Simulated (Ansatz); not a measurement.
Take Sc in the hcp (Mg type) structure (space group P6_3/mmc, No. 194; a = 3.2754 Å, c = 5.1051 Å; relaxed with 0.1 eV smearing) as the base.

Level of theory: DFT with PBEsol, PAW potentials and a 420 eV plane-wave cutoff in Ansatz (an electronic-structure program), scalar-relativistic without spin-orbit coupling.

For the base:

The pressure is 0.0 GPa. The band gap comes out as zero.

Now apply this change: an isotropic linear strain of +3.00 %; the atoms relax in the strained cell.

### Question
How does this affect the pressure?

### Answer
The pressure (mean of the normal stresses, compression positive) goes from zero to -4.3 GPa.

### Question
What happens to the energy relative to the base?

### Answer
The energy grows by 32 meV/atom.

### Question
What happens to the band gap?

### Answer
The band gap is still zero.

No phonon test of stability was made. All final runs are without spin polarisation.
